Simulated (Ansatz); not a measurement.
**Effective masses and thermopower of AlN under load (space group P6_3mc)**

```yaml
crystal:
  lattice:
    - [3.09097, 0.00000, 0.00000]
    - [-1.54549, 2.67686, 0.00000]
    - [0.00000, 0.00000, 4.93826]
  atoms:
    - { symbol: Al, position: [0.66667, 0.33333, 0.49875] }
    - { symbol: Al, position: [0.33333, 0.66667, 0.99875] }
    - { symbol: N, position: [0.66667, 0.33333, 0.88125] }
    - { symbol: N, position: [0.33333, 0.66667, 0.38125] }
```

All values below come from PBEsol with spin-orbit coupling, rigid bands (plane waves, PAW; Ansatz, a program for electronic structure). Condition of this run: hydrostatic pressure 5 GPa (the target of the relaxation). How the cell was made: cell and atoms relaxed with PBEsol, then loaded as said.

- band gap = 4.29 eV
- electron conductivity mass (300 K, dilute) = 0.32 (x), 0.32 (y), 0.31 (z) mₑ
- hole conductivity mass (300 K, dilute) = 3.7 (x), 3.7 (y), 0.40 (z) mₑ
- effective density of states N_c (300 K) = 4.5e18 cm⁻³
- effective density of states N_v (300 K) = 5.9e19 cm⁻³
- density-of-states mass, electrons = 0.32 mₑ
- density-of-states mass, holes = 1.76 mₑ
- Seebeck coefficient, n-type 1e19 cm⁻³, 300 K = -160 μV/K
- Seebeck coefficient, p-type 1e19 cm⁻³, 300 K = 372 μV/K
- best p-type power factor at 300 K for τ = 10 fs (best axis; densities from 1e16 to 1e21 cm⁻³ tried, whether or not they can be reached) = 16.5 μW/(cm·K²) at 1e20 cm⁻³

Rigid bands; masses and Seebeck coefficients take one relaxation time τ for all states and one kind of carrier; polarons and phonon drag are left out.
